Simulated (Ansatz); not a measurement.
The parent structure is MgO (space group P4_2/mnm, No. 136; a = 5.5103 Å, c = 3.2763 Å; a hypothetical phase, not in the database extracts checked).

Levels (all Ansatz, a program for electronic structure, PAW): PBEsol (420 eV, no spin-orbit coupling); HSE06 (420 eV, no spin-orbit coupling).

Its gap is 3.36 eV with PBEsol and 5.07 eV with HSE06.

Perturbation: hydrostatic tension (pressure −2 GPa).

With PBEsol the gap becomes 3.28 eV.

Question: If the HSE06 correction stayed the same, what would the HSE06 gap be, and what does the HSE06 run give?

Answer: A rigid correction of +1.71 eV gives 4.99 eV. The HSE06 run gives 4.98 eV, so the two effects roughly add.

Single points use the geometry relaxed with PBEsol. HSE06 gaps are upper bounds (no full band path). Load acts through the strain it causes; cell and atoms are relaxed under it. Stability against distortions was not tested.
